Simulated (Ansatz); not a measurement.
Data:

```xyz
2
Lattice="0.0000 2.7386 2.7386 2.7386 0.0000 2.7386 2.7386 2.7386 0.0000" Properties=species:S:1:pos:R:3 pbc="T T T"
Ge     0.0000     0.0000     0.0000
Ge     1.3693     1.3693     1.3693
```

No spin polarisation.

Method: PBE in Ansatz (plane waves to 420 eV, PAW, no SOC). Γ-centred 10×10×10 mesh, Fermi–Dirac width 0.05 eV.

**Question.** What is the computed electron mass?

**Answer.** 0.93 mₑ along k, 0.18 mₑ across (off the special points).

**Question.** Predict the hole mass (degenerate bands, along [100]).

**Answer.** 0.044, 0.20, 0.20 mₑ (at Γ).

**Question.** Estimate the pressure.

**Answer.** 12.9 GPa.

The levels and masses belong to the bands next to the band gap. The cells carry an imposed strain or load. Masses are band curvatures over ±0.01 Å⁻¹ around the edge. Along k means along the line from Γ to the band edge. No phonon test of stability was made. The cell was made from Ge in the diamond structure (space group Fd-3m, No. 227) by this change: isotropic strain −4.93 %.

Ansatz is a program for electronic structure.
